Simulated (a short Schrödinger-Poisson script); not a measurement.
Structure: MOS inversion layer, SiO2 on p-type Si(100), at 300 K.

| layer | material | thickness (nm) | Na (cm⁻³) |
|---|---|---|---|
| 1 | SiO2 | 2.1 | - |
| 2 | Si | 700 | 3.8e17 |

The device is made up for the run: typed textbook-type constants, with dimensions and the other settings drawn at random. SiO2: permittivity 3.9, conduction-band edge (eV) 3.15, gap (eV) 9, electron mass (mₑ) 0.5. Si: permittivity 11.7, conduction-band edge (eV) 0, gap (eV) 1.124, Nv at 300 K (cm⁻³) 3.1e19.

Channel valleys (confinement mass, in-plane density-of-states mass, number): Δ2 0.916, 0.19, 2; Δ4 0.19, 0.417, 4. At the gate the conduction-band edge of layer 1 lies 3.71 eV − eVg above the Fermi level of the channel; the field vanishes at the back. Gaps are held at their typed values at every temperature. Mesh 0.03 nm at interfaces.

Solved with a short Schrödinger-Poisson script written for these runs: 1D Poisson equation in equilibrium, electrons quantum, Hartree (BenDaniel-Duke, 12 states a valley, the channel's in-plane mass for all, wave functions free to enter the dielectric), parabolic valleys, classical holes, full ionisation, no traps, pinning or gate leakage.

The same stack at other levels of the model or other numerical settings:

| run | sheet density of all electrons at Vg = 2.2 V (cm⁻²) | sheet density of all electrons at Vg = 1 V (cm⁻²) | capacitance at Vg = 2.2 V (μF/cm²) | centroid of the channel electrons at Vg = 2.2 V (nm) | rough cost against the base |
|---|---|---|---|---|---|
| base | 1.17e13 | 1.53e12 | 1.42 | 1.32 | about 1 |
| electrons treated as classical, Boltzmann | 1.37e13 | 2.20e12 | 1.59 | 0.36 | 0.03 |
| electrons treated as classical, Fermi-Dirac | 1.31e13 | 2.14e12 | 1.51 | 0.57 | 0.2 |
| mesh six times as coarse | 1.17e13 | 1.53e12 | 1.42 | 1.33 | 0.3 |
| one subband a valley | 1.17e13 | 1.52e12 | 1.42 | 1.30 | 0.5 |

The classical rows ignore confinement, and Boltzmann statistics overrate the density once the band edge passes the Fermi level.
